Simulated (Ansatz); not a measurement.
Response to strain in HfO2

The reference is HfO$_{2}$ in the fluorite structure (space group Fm-3m, No. 225; a = 5.0589 Å). Axes: x, y, z lie along the cube axes.

Strains are applied to the cell and any free atomic positions relax; under biaxial strain the out-of-plane vector relaxes too.

All numbers come from Ansatz (an electronic-structure program), r2SCAN, PAW, cutoff 500 eV, no spin-orbit coupling, earlier PAW set.

Candidates:
(a) biaxial strain −0.55 %, plane normal [001], relaxed out of plane
(b) strain tensor (xx, yy, zz, yz, xz, xy) = (−0.98, +1.63, −0.68, −1.15, −0.44, +0.31) %
(c) uniaxial strain ε_zz = +4.03 %

Notes on the quantities. energy relative to the base: free energy F.

Problem. Order them by energy relative to the base, highest first.

Solution. (c) uniaxial strain ε_zz = +4.03 % (+31 meV/atom), (b) strain tensor (xx, yy, zz, yz, xz, xy) = (−0.98, +1.63, −0.68, −1.15, −0.44, +0.31) % (+8.3 meV/atom), (a) biaxial strain −0.55 %, plane normal [001], relaxed out of plane (+1.4 meV/atom)

No phonon test of stability was made. This is not the structure that HfO2 has at room temperature and ambient pressure.
